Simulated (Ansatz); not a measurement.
Start from SnSe₂ in the CdI2 type structure (space group P-3m1, No. 164; layered, stacked along the Cartesian z axis).

```xyz
3
Lattice="3.8403 0.0000 0.0000 -1.9201 3.3258 0.0000 0.0000 0.0000 6.0057" Properties=species:S:1:pos:R:3 pbc="T T T"
Sn     0.0000     0.0000     0.0000
Se     0.0000     2.2172     1.5935
Se     1.9201     1.1086     4.4122
```

Level of theory: Ansatz (a quantum-chemistry and plane-wave program), PBE-D3(BJ), PAW, cutoff 420 eV, spin-orbit coupling left out.

Before the change:

The smallest direct gap is 0.82 eV. The band gap is 0.36 eV.

The change: a free-standing slab of 3 layers (9 atoms, 3 a layer) is cut normal to the stacking axis, with 15 Å of vacuum and the in-plane cell relaxed.

### Question
What does the calculation give for the smallest direct gap after the change?

### Answer
The smallest direct gap rises by 0.11 eV, from 0.82 eV to 0.93 eV.

### Question
What does the calculation give for the band gap after the change?

### Answer
The band gap grows by 0.28 eV, from 0.36 eV to 0.64 eV.

Stability against distortions was not tested.
